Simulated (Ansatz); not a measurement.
Base system: Na3Sb (space group P6_3/mmc, No. 194).

```yaml
crystal:
  lattice:
    - [5.31225, 0.00000, 0.00000]
    - [-2.65612, 4.60054, 0.00000]
    - [0.00000, 0.00000, 9.45285]
  atoms:
    - { symbol: Sb, position: [0.33333, 0.66667, 0.25000] }
    - { symbol: Sb, position: [0.66667, 0.33333, 0.75000] }
    - { symbol: Na, position: [0.00000, 0.00000, 0.25000] }
    - { symbol: Na, position: [0.00000, 0.00000, 0.75000] }
    - { symbol: Na, position: [0.33333, 0.66667, 0.58243] }
    - { symbol: Na, position: [0.66667, 0.33333, 0.08243] }
    - { symbol: Na, position: [0.33333, 0.66667, 0.91757] }
    - { symbol: Na, position: [0.66667, 0.33333, 0.41757] }
```

Cartesian axes are those of the cell as printed.

The values are results of PBEsol in Ansatz (plane waves to 420 eV, PAW, without spin-orbit coupling), not measurements.

For the base:

The electron mass is 0.076 mₑ along c, 0.061 mₑ across (at Γ).

Perturbation: tensor shear ε_xz = +1.60 % (engineering shear γ = 0.0320); the atoms relax in the strained cell.

Task: How does this affect the stress, energy relative to the base and electron mass?

Result: The stress (xx, yy, zz, yz, xz, xy; compression positive) is (0.03, 0.01, 0.00, 0.00, -0.28, 0.00) GPa; the energy rises by 0.8 meV/atom; the electron mass changes from 0.076 mₑ along c, 0.061 mₑ across (at Γ) to 0.076 mₑ along z, 0.061 mₑ across (at Γ).

With Sb present, leaving out spin-orbit coupling can change the band edges. The levels and masses belong to the bands next to the band gap. Effective masses come from finite differences of ±0.01 Å⁻¹. Stability against distortions was not tested.

Ansatz is a quantum-chemistry and plane-wave program.
